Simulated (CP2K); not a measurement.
Band structure of SrB₆ (Pm-3m, 7 atoms in the cell).

```yaml
crystal:
  lattice:
    - [4.19021, 0.00000, 0.00000]
    - [0.00000, 4.19021, 0.00000]
    - [0.00000, 0.00000, 4.19021]
  atoms:
    - { symbol: Sr, position: [0.00000, 0.00000, 0.00000] }
    - { symbol: B, position: [0.20314, 0.50000, 0.50000] }
    - { symbol: B, position: [0.79686, 0.50000, 0.50000] }
    - { symbol: B, position: [0.50000, 0.20314, 0.50000] }
    - { symbol: B, position: [0.50000, 0.79686, 0.50000] }
    - { symbol: B, position: [0.50000, 0.50000, 0.20314] }
    - { symbol: B, position: [0.50000, 0.50000, 0.79686] }
```

Computed with PBEsol, GPW, DZVP-MOLOPT-SR-GTH basis, GTH-PBE potentials (GTH_POTENTIALS) run with CP2K 2026.2.

Settings: CUTOFF = 500 Ry; REL_CUTOFF = 60 Ry; SMEAR/METHOD = FERMI_DIRAC; ELECTRONIC_TEMPERATURE = 580.23 K; KPOINTS/SCHEME = MONKHORST-PACK 5 5 5; XC_FUNCTIONAL = PBE:PBESOL; Sr/BASIS_SET = DZVP-MOLOPT-SR-GTH-q10; Sr/POTENTIAL = GTH-PBE-q10; B/BASIS_SET = DZVP-MOLOPT-SR-GTH-q3; B/POTENTIAL = GTH-PBE-q3; METHOD = GPW; EPS_DEFAULT = 1e-10; EXTRAPOLATION = USE_GUESS; NGRIDS = 5.

The starting cell comes from a database of computed structures (which also holds hypothetical and non-ambient phases and stackings), without a prior relaxation at this level. Values carry the incompleteness of an atom-centred basis. The potentials were made for another functional than the one used.

Levels in eV from the Fermi level, bands 11 to 16:
| point | 11 | 12 | 13 | 14 | 15 | 16 |
|---|---|---|---|---|---|---|
| Γ | -5.19 | -0.35 | -0.35 | -0.35 | 2.81 | 2.81 |
| X | -2.12 | -2.12 | -1.67 | -0.18 | 0.04 | 3.53 |
| M | -2.70 | -2.70 | -1.37 | -1.37 | 3.38 | 3.38 |
| R | -3.78 | -1.01 | -1.01 | -1.01 | 5.52 | 5.86 |

No band crosses the Fermi level by more than 0.03 eV along this path.

Higher empty bands are left out: an atom-centred basis made for the valence describes them poorly.
